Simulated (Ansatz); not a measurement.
Functionals compared on a constructed model of the (111)A surface of 3C silicon carbide, Si-terminated, Si trimer, 2x2 (bottom of the slab: 4 H on 4 bottom sites), in Ansatz (plane waves, PAW). The structure was relaxed with PBE; the other rows are single points on it. Cutoff 420 eV (500 eV for r2SCAN).

Model: 39-atom slab, 11.5 Å thick at the start with caps and adatoms (thin: gaps and levels are the slab's own), 5x5x1 mesh, Fermi-Dirac 0.025 eV, dipole correction, 8 atoms held, the rest relaxed; start symmetry kept, larger cells not searched; no spin (no spin-polarised run to compare, though such a face may carry moments), no spin-orbit, no U. The slab shows no gap on its mesh. It is one candidate, not shown to be the stable structure of the face. These notes are the PBE run's.

| functional | work function of the top face (eV) | rough cost of the single point |
|---|---|---|
| PBE | 5.56 | – |
| r2SCAN | 5.72 | roughly 110 core-seconds |

Ansatz is a first-principles code.
